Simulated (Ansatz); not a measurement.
Structures of equal composition on the (000-1) surface of 4H silicon carbide (C plane on top): 2x2 Si adatom at H3; 2x2 Si adatom at T1; 2x2 Si adatom at T4. The slabs share one bottom face, and each structure is named by its start. These are constructed structures in small cells; real faces may alloy, dewet or reconstruct in larger ones, and not all known structures of the face are among them. Slabs of about 11 Å, Fermi-Dirac smearing of 0.025 eV. Bottom of the slabs: H caps. Relaxed from the named starts with such symmetry as they have, on meshes of like density; energies extrapolated to zero smearing; spin only where a row says so; no spin-orbit coupling, no U. Brackets mark spin-polarised runs, whose order is one that fits the cell. Where a second, spin-polarised start was run, the lower counts.

Calculation: r2SCAN, at the PBE geometry (plane waves to 500 eV, PAW; Ansatz, an electronic-structure program).

Rank these by energy per 1x1 cell (lowest first), as r2SCAN, at the PBE geometry gives it.

2x2 Si adatom at H3 (0.000 eV), 2x2 Si adatom at T4 (0.339 eV, a narrow gap of 0.08 eV by band count), 2x2 Si adatom at T1 (0.729 eV, no gap on the mesh)
